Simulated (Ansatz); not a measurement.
Start from SiO₂ (space group P3_221, No. 154; a = 4.9204 Å, c = 5.4163 Å).

Structures relaxed with r2SCAN in Ansatz (plane waves to 500 eV, PAW, no spin-orbit coupling), earlier PAW set.

Base:

Simulated powder pattern, Cu Kα1, λ = 1.54056 Å (kinematic, ideal powder, no thermal factors, no anomalous dispersion; the 14 strongest lines at most, above 2 %, up to 2θ = 90°):

```tsv
2θ (°)	I/Imax (%)	hkl
20.83	20	(100)
26.59	100	(011)
36.49	7.7	(110)
39.39	7.8	(102)
40.23	3.5	(111)
42.39	5.5	(200)
50.05	13	(112)
54.78	4.5	(022)
59.86	10	(121)
67.62	6.6	(122)
68.00	7.7	(203)
68.20	5.1	(031)
79.72	3.8	(213)
81.35	3.6	(310)
```

The change: hydrostatic tension (pressure −2 GPa).

After the change:

Simulated powder pattern, Cu Kα1, λ = 1.54056 Å (kinematic, ideal powder, no thermal factors, no anomalous dispersion; the 14 strongest lines at most, above 2 %, up to 2θ = 90°):

```csv
2θ (°),d (Å),I/Imax (%),hkl
20.35,4.359,19,(100)
26.04,3.419,100,(011)
35.64,2.517,5.1,(110)
38.61,2.330,3.8,(102)
41.39,2.180,3.9,(200)
44.67,2.027,4.1,(201)
48.97,1.859,17,(112)
58.41,1.579,8.7,(121)
66.00,1.414,5.5,(122)
66.49,1.405,11,(203)
73.63,1.285,3.0,(302)
77.79,1.227,4.3,(213)
79.17,1.209,3.6,(114)
81.42,1.181,4.2,(131)
```

The indices refer to the base's conventional cell; one index is shown for lines that coincide.

Load acts through the strain it causes; cell and atoms are relaxed under it. Stability against distortions was not tested.

Ansatz is a first-principles code.
